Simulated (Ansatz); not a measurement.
F on the 1x1 (0001) surface of hcp Ru, one in a 3x3 cell, energies for each (57.7 Å²). Energies are against ½ F2(g), without zero-point or thermal terms; each row is named by its start.

Level of theory: PBE (plane waves to 420 eV, PAW; Ansatz, a first-principles code).

**Question.** Which site binds most strongly?
(A) hollow Ru-Ru-Ru over Ru at depth 2.1 Å
(B) hollow Ru-Ru-Ru
(C) top Ru

**Answer.** B, hollow Ru-Ru-Ru. Adsorption energies: hollow Ru-Ru-Ru -2.93 eV; hollow Ru-Ru-Ru over Ru at depth 2.1 Å -2.86 eV; top Ru -2.81 eV.
